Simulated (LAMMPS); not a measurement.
MD of SiO2 (quartz) at zero pressure, 1080 atoms, as a liquid; each row is its own run.

Method: classical MD, pair style vashishta, file SiO.1990.vashishta; code LAMMPS.

```csv
T (K),volume (Å³/atom)
3000,14.006
3360,14.374
3840,15.059
```

Problem. Fit a straight line, y = a + b x, to these rows (x is the first column, y the second) and predict the run at x = 3120.

Solution. Least squares gives a = 10.186 and b = 0.001263. At x = 3120 the fit predicts 14.126 Å³/atom. The run itself gave 14.29 ± 0.07 Å³/atom, so the fit is 1.1 % low.

Caution (rows 3000; 3120; 3360): enthalpy drifts during the constant-pressure average: a transition or slow ageing; fluctuation values are void.

Caution: a run this short can hold a crystal over, or a liquid under, the potential's own melting point, which these runs don't give.
